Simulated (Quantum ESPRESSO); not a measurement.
# Pressure against volume in AlB2-type TiB2 (space group 191) (Quantum ESPRESSO, PBE)

```yaml
crystal:
  lattice:
    - [2.97612, 0.00000, 0.00000]
    - [-1.48806, 2.57740, 0.00000]
    - [0.00000, 0.00000, 3.17257]
  atoms:
    - { symbol: Ti, position: [0.00000, 0.00000, 0.00000] }
    - { symbol: B, position: [0.66667, 0.33333, 0.50000] }
    - { symbol: B, position: [0.33333, 0.66667, 0.50000] }
```

Level of theory: PBE, PSlibrary PAW (PBE) pseudopotentials (plane waves; Quantum ESPRESSO). Settings: ecutwfc = 78 Ry; ecutrho = 858 Ry; occupations = smearing; smearing = fermi-dirac; degauss = 0.0036749 Ry; potentials = {Ti: Ti.pbe-spn-kjpaw_psl.1.0.0.UPF, B: B.pbe-n-kjpaw_psl.1.0.0.UPF}; K_POINTS = automatic 22 22 18 0 0 0; conv_thr = 1e-10 Ry; mixing_beta = 0.4. The cell above is the first row's. The rows scale it uniformly. In all rows fractional positions and the k mesh are held.

| V (Å^3/atom) | P (GPa) |
|---|---|
| 8.112 | ? |
| 8.288 | 9.72 |
| 8.465 | 3.82 |
| 8.641 | -1.52 |
| 8.817 | -6.36 |
| 8.994 | -10.73 |
| 9.170 | -14.69 |
| 9.346 | -18.28 |
| 9.523 | -21.53 |

The 8 complete rows are fitted with a cubic, P against V. With u = V - 8.9, the rows have u = -0.6120, -0.4350, -0.2590, -0.0830, 0.0940, 0.2700, 0.4460, 0.6230. Least squares gives P = -8.464 - 24.895·u + 7.089·u² - 1.286·u³. Residuals (row less fit): -0.002, 0.007, -0.002, -0.012, 0.013, 0.004, -0.009, 0.003; standard error 0.011 (degrees of freedom: 4). The fitted pressure is zero at V0 = 8.589, where dP/dV = -29.68, so B0 = -V0·dP/dV = 255 GPa.

**Question.** Predict the withheld P at V = 8.112 from the fit, and compare with the calculation.

**Answer.** u = -0.7880, so P = -8.464 - 24.895 × (-0.7880) + 7.089 × (-0.7880)² - 1.286 × (-0.7880)³ = 16.184 GPa. The calculation gives 16.24 GPa, 0.056 GPa above the prediction (0.1 % of the range of P in the table). The row lies outside the fitted rows, so this is an extrapolation. From the scatter of the fitted rows alone, a prediction at this place has a standard error of 0.029 GPa, so the miss is 2.0 times that.

Carrying the step between the two nearest rows on in a straight line would have given 15.59, off by 0.65; series whose last step already gives the withheld value aren't shown. The scan was laid around a cell of about the measured size, scaled by a guess for this functional; axis ratios and inner coordinates come from that cell. The runs keep the symmetry of the cell, so they don't test it for distortions. Spin polarisation is off. The shape of the cell and the inner coordinates aren't relaxed, so V0 and B0 belong to this uniform scaling; a relaxed crystal lies no higher in energy and is usually softer. Cutoffs and mesh are single choices, not tested for convergence of this quantity. Series with a scatter that would blur these digits, or in which a gap closes, are not shown.
